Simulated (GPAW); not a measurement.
# Short convergence ladders for Sb (R-3m, 2 atoms in the cell)

```yaml
crystal:
  lattice:
    - [3.97713, -2.16578, 0.00000]
    - [3.97713, 2.16578, 0.00000]
    - [2.79774, 0.00000, 3.56101]
  atoms:
    - { symbol: Sb, position: [0.23791, 0.23791, 0.23791] }
    - { symbol: Sb, position: [0.76650, 0.76650, 0.76650] }
```

Base method: PBEsol, GPAW PAW datasets PBEsol (made by gpaw-setup) (plane waves; GPAW).

Base settings: mode = pw; ecut = 600 eV; xc = PBEsol; kpts = 4 4 4; mesh shift (steps) = 0 0 0; occupations.name = fermi-dirac; occupations.width = 0.1 eV; nbands = -10; convergence.forces = 0.001 eV/Å; symmetry.symmorphic = false.

The count of work is k-points × plane waves × bands × iterations; it is no time. Core times come from one kind of shared machine, to one figure; runs under 30 s give none.

**The k-point mesh**

The second cell is the first with its lattice scaled by 0.98.

Only quantities that move along the ladder and can be compared are tabulated.

```csv
kpts,free energy less the last step's (meV/atom),energy of the compressed cell less the first (meV/atom),pressure (GPa),largest difference of a force vector from the last step's (eV/Å),count of work / last,core time / last (rough)
2 2 2,989.26,65.00,4.09,1.973,0.029,–
4 4 4,-19.20,0.16,-1.72,0.251,0.074,–
5 5 5,-16.29,-0.88,-1.83,0.126,0.10,–
7 7 7,-7.19,0.15,-1.65,0.028,0.27,0.2
9 9 9,-1.13,-0.37,-1.73,0.012,0.56,0.7
10 10 10,0.00,-0.16,-1.74,0.000,1.0,1
```

Coarsest kpts that holds the energy of the compressed cell less the first within 0.5 meV/atom of the last step, with all finer ones: 7 7 7, at 0.27 of the last step's count of work and about 0.2 of the last step's time; the step before is off by 0.72 meV/atom.

Coarsest kpts that holds the pressure within 0.5 GPa of the last step, with all finer ones: 4 4 4, at 0.074 of the last step's count of work; the step before is off by 5.8 GPa.

Coarsest kpts that holds the free energy within 5 meV/atom of the last step, with all finer ones: 9 9 9; the step before is off by 7.2 meV/atom.

**The k-point mesh at a smearing width of 0.05 eV**

In this ladder: occupations.width = 0.05 eV.

The second cell is the first with its lattice scaled by 0.98.

Only quantities that move along the ladder and can be compared are tabulated.

```tsv
kpts	free energy less the last step's (meV/atom)	energy of the compressed cell less the first (meV/atom)	pressure (GPa)	largest difference of a force vector from the last step's (eV/Å)	count of work / last	core time / last (rough)
3 3 3	-50.45	10.81	-0.95	0.265	0.017	–
5 5 5	-17.05	-0.60	-1.82	0.146	0.048	–
7 7 7	-9.01	0.63	-1.69	0.037	0.17	0.1
8 8 8	-2.86	-0.49	-1.74	0.019	0.30	0.2
12 12 12	0.00	-0.10	-1.72	0.000	1.0	1
```

Coarsest kpts that holds the pressure within 0.05 GPa of the last step, with all finer ones: 7 7 7, at 0.17 of the last step's count of work and about 0.1 of the last step's time; the step before is off by 0.10 GPa.

Coarsest kpts that holds the free energy within 5 meV/atom: not settled: the last two steps still differ by 2.9 meV/atom, over half the tolerance, so the ladder does not show it.

Coarsest kpts that holds the energy of the compressed cell less the first within 2 meV/atom of the last step, with all finer ones: 5 5 5, at 0.048 of the last step's count of work; the step before is off by 11 meV/atom.

**The mesh under tetrahedron occupations**

In this ladder: occupations.name = improved-tetrahedron-method; occupations.width = default.

Only quantities that move along the ladder and can be compared are tabulated.

```tsv
kpts	free energy less the last step's (meV/atom)	pressure (GPa)	largest difference of a force vector from the last step's (eV/Å)	count of work / last
4 4 4	-17.36	-1.79	0.213	0.050
6 6 6	-2.66	-1.52	0.122	0.14
9 9 9	-1.86	-1.65	0.020	0.40
11 11 11	0.00	-1.67	0.000	1.0
```

Coarsest kpts that holds the forces within 0.01 eV/Å: not settled: the last two steps still differ by 0.020 eV/Å, over half the tolerance, so the ladder does not show it.

Coarsest kpts that holds the pressure within 0.05 GPa of the last step, with all finer ones: 9 9 9, at 0.40 of the last step's count of work; the step before is off by 0.14 GPa.

State of the free energy at the end of the ladder: still drifting one way, by 2.7 meV/atom over the last two steps, so the last step is no safe reference.

On the base run: the starting cell has typed, rounded lattice constants, without a prior relaxation at this level. Its lattice was rescaled by up to half a per cent. One atom was moved a little off its site on purpose. Without a gap this mesh is coarse (it stands for a supercell whose shortest vector is 17 Å).
